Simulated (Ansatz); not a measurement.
# A constructed model of the (111)A surface of zinc-blende GaAs, Ga-terminated, 2x2 Ga adatom at T4 (bottom of the slab: 3 H on 4 bottom sites)

Level of theory: r2SCAN, at the PBE geometry (plane waves to 500 eV, PAW; Ansatz, a first-principles code).

Slab: 36 atoms, 14.0 Å thick at the start with caps and adatoms; k 3x3x1, smearing 0.025 eV, dipole-corrected; single point; on the structure that PBE left under its start's symmetry; no spin, no spin-orbit, no U. In PBE it is, or lies within 0.01 eV a 1x1 cell of, the lowest of the 3 structures of its composition computed so far; subsurface sites and larger cells were not tried.

- gap of the slab on its k-mesh = 0.26 eV
- highest filled level below the top vacuum level = 4.66 eV
- cost = very roughly 7 core-minutes
